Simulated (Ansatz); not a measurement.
Pressure series in TaN

The reference is TaN in the rock salt structure (space group Fm-3m, No. 225; a = 4.4161 Å).

Cell and atoms are relaxed at each pressure.

Levels (all Ansatz, a program for electronic structure, PAW, earlier PAW set): PBE (420 eV, no SOC); r2SCAN (500 eV, scalar-relativistic without spin-orbit coupling).

The base cell above is that of PBE; each level relaxes its own structures.

```json
[
 {"case": "pressure −2 GPa", "lattice parameter a, PBE": "442.5 pm", "lattice parameter a, r2SCAN": "440.4 pm"},
 {"case": "pressure −1 GPa", "lattice parameter a, PBE": "442.1 pm", "lattice parameter a, r2SCAN": "440.0 pm"},
 {"case": "pressure 1.8 GPa", "lattice parameter a, PBE": "440.8 pm", "lattice parameter a, r2SCAN": "___"},
 {"case": "pressure 4.2 GPa", "lattice parameter a, PBE": "439.8 pm", "lattice parameter a, r2SCAN": "437.9 pm"},
 {"case": "pressure 9 GPa", "lattice parameter a, PBE": "437.8 pm", "lattice parameter a, r2SCAN": "___"},
 {"case": "pressure 18 GPa", "lattice parameter a, PBE": "434.5 pm", "lattice parameter a, r2SCAN": "___"},
 {"case": "pressure 30 GPa", "lattice parameter a, PBE": "430.5 pm", "lattice parameter a, r2SCAN": "___"},
 {"case": "pressure 45 GPa", "lattice parameter a, PBE": "426.1 pm", "lattice parameter a, r2SCAN": "424.9 pm"},
 {"case": "pressure 60 GPa", "lattice parameter a, PBE": "422.2 pm", "lattice parameter a, r2SCAN": "421.1 pm"}
]
```

What belongs in the blanks?


- pressure 1.8 GPa, lattice parameter a, r2SCAN: 438.9 pm
- pressure 9 GPa, lattice parameter a, r2SCAN: 436.1 pm
- pressure 18 GPa, lattice parameter a, r2SCAN: 432.9 pm
- pressure 30 GPa, lattice parameter a, r2SCAN: 429.1 pm

PBE lies above r2SCAN in every row, by 1.0 pm to 2.1 pm. They put the cases in the same order.

Load acts through the strain it causes; cell and atoms are relaxed under it. No phonon test of stability was made. Competing high-pressure phases were not computed. The final runs are not spin-polarised. This is not the structure that TaN has at room temperature and ambient pressure.
